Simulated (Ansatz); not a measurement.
Take CaO in the rock salt structure (space group Fm-3m, No. 225; a = 4.767 Å) as the base. Axes: x, y, z lie along the cube axes.

Method: Ansatz (an electronic-structure program) PBEsol, without spin-orbit coupling.

For the base:

The shortest interatomic distance is 2.384 Å and the electron mass comes out as 1.4 mₑ along k, 0.42 mₑ across (at X). The pressure is 0.0 kbar.

One thing is altered: compressive biaxial strain of 2.08 % in the plane normal to [111], as in epitaxy on a mismatched substrate; the out-of-plane cell vector and the atoms relax.

Task: How does this affect the shortest interatomic distance, electron mass and pressure?

Result: The shortest interatomic distance drops by 0.0231 Å (2.384 Å → 2.360 Å); the electron mass changes from 1.4 mₑ along k, 0.42 mₑ across (at X) to 1.4 mₑ along k, 0.41 mₑ across (at X); the pressure (mean of the normal stresses, compression positive) goes from zero to 36.4 kbar.

The levels and masses belong to the bands next to the band gap. Effective masses come from finite differences of ±0.01 Å⁻¹. Along k means along the line from Γ to the band edge. Whether these cells are dynamically stable was not tested.
